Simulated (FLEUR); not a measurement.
A self-consistent single point of Al2Cu (I4mm, 3 atoms in the cell) with FLEUR.

Computed with LDA (Perdew-Zunger), all-electron FLAPW (FLEUR), scalar-relativistic valence run with FLEUR.

The change in words: lattice scaled by 0.98; kpt_div: 5 5 5 → 10 10 10; kpt_gamma: false → true. Reference geometry:
```
CELL_PARAMETERS angstrom
     -2.02018     2.02018     2.83684
      2.02018    -2.02018     2.83684
      2.02018     2.02018    -2.83684
ATOMIC_POSITIONS crystal
  Al 0.75000 0.25000 0.50000
  Al 0.25000 0.75000 0.50000
  Cu 0.50881 0.50881 0.00000
```

Reference input (self-consistent single point, DFT, LDA (Perdew-Zunger), all-electron FLAPW (FLEUR), scalar-relativistic valence): Kmax = 3.9 1/bohr; GmaxXC = 15.6 1/bohr; xcFunctional = pz; jspins = 1; l_soc = F; mode = hist; fermiSmearingEnergy = 0.00367493 Htr; mesh (inpgen div1-3) = 5 5 5; inpgen gamma flag = false; Gmax = 15.6 1/bohr; numbands = 0; maxIterBroyd = 15. This run's input differs from it in these lines:

```diff
@@ -3,5 +3,5 @@
 &input film=f /
--2.0201830000 2.0201830000 2.8368400000
-2.0201830000 -2.0201830000 2.8368400000
-2.0201830000 2.0201830000 -2.8368400000
+-1.9797790000 1.9797790000 2.7801030000
+1.9797790000 -1.9797790000 2.7801030000
+1.9797790000 1.9797790000 -2.7801030000
 1.8897261246
@@ -16,3 +16,3 @@
 &exco xctyp='pz' /
-&kpt div1=5 div2=5 div3=5 /
+&kpt div1=10 div2=10 div3=10 gamma=t /
 &end /
@@ -45,5 +45,5 @@
          <bravaisMatrix>
-            <row-1>   -3.8175925915728013     3.8175925915728013     5.3608506593102634</row-1>
-            <row-2>    3.8175925915728013    -3.8175925915728013     5.3608506593102634</row-2>
-            <row-3>    3.8175925915728013     3.8175925915728013    -5.3608506593102634</row-3>
+            <row-1>   -3.7412400972344630     3.7412400972344630     5.2536332681788336</row-1>
+            <row-2>    3.7412400972344630    -3.7412400972344630     5.2536332681788336</row-2>
+            <row-3>    3.7412400972344630     3.7412400972344630    -5.2536332681788336</row-3>
          </bravaisMatrix>
```

Log, with long lists cut:

```
 Iteration:     1   Distance:      40.96088476 me/bohr^3
 Iteration:     2   Distance:      23.17794996 me/bohr^3
 Iteration:     3   Distance:       7.91404394 me/bohr^3
 Iteration:     4   Distance:       7.24871619 me/bohr^3
 Iteration:     5   Distance:       2.36425531 me/bohr^3
   [... 8 lines left out ...]
 Iteration:    14   Distance:       0.00024900 me/bohr^3
 Iteration:    15   Distance:       0.00004640 me/bohr^3
 Iteration:    16   Distance:       0.00003056 me/bohr^3
 Iteration:    17   Distance:       0.00000902 me/bohr^3
 Reset of history
 Run finished successfully
 Stop message:
   Structural relaxation: new displacements generated

[file out, last iteration]
             iter=     18
[...]
          total density-effective poten   -3.3682622291E+03
          total charge density-energy d   -1.0049866642E+02
 Updated energy parameters for spin:           1
[...]
 fermi energy and band-weighting factors:

[...]
FERMIE:
          first approx. to ef    (T=0)  :   0.290211 htr   (energy of the highest occ. eigenvalue)
          number of occ. states  (T=0)  :        857
          first approx. to seigv (T=0)  :   2.142775 htr
          sum of weights of occ. states :   8.501000
          sum of semicore charge        :   0.000000 e
FERHIS:  Fermi-Energy by histogram:
          bandgap                     :   0.000161 htr
   [... lines left out ...]
          charge neutrality (T=0)     :   0.002000    (zero if the highest occ. eigenvalue is "entirely" occupied)
     EF_NEWTON:  Adjust Fermi-Energy by Newton-Method.
 Direct bandgap for spin            1 :    1.0433986046357147E-002  Htr
 ---->    free energy=                     -2136.3371410340 htr
   [... lines left out ...]
      extrapolation for T->0
 ---->    total electron energy=           -2136.3367152684 htr
 ***** TOTAL FORCES ON ATOMS *****
 TOTAL FORCE FOR ATOM TYPE=  1  X=  3.741   Y=  0.000   Z= -2.627
                       FX_TOT= 0.000000 FY_TOT= 0.000000 FZ_TOT= 0.004662
 TOTAL FORCE FOR ATOM TYPE=  2  X=  0.000   Y=  0.000   Z= -5.161
                       FX_TOT= 0.000000 FY_TOT= 0.000000 FZ_TOT=-0.009019
```

The run converged in 17 iterations. FLEUR gives forces in its relaxation mode, with a further iteration, so its stop message speaks of a relaxation. Against the reference run the free energy goes up by 14.3 meV/atom and the largest force goes from 0.388 to 0.464 eV/Å.

The starting cell comes from a database of computed structures (which also holds hypothetical and non-ambient phases and stackings), without a prior relaxation at this level. Its lattice was rescaled by up to half a per cent. One atom was moved a little off its site on purpose. For this run, on top of that: lattice scaled by 0.98. Spin polarisation is off. Values depend on the basis (sphere radii, cutoffs, local orbitals), which need not be converged. The log's line on a gap gives a spacing of levels on this mesh, which the program prints for metals too.

Cost on one core of a shared machine: roughly 2 min.
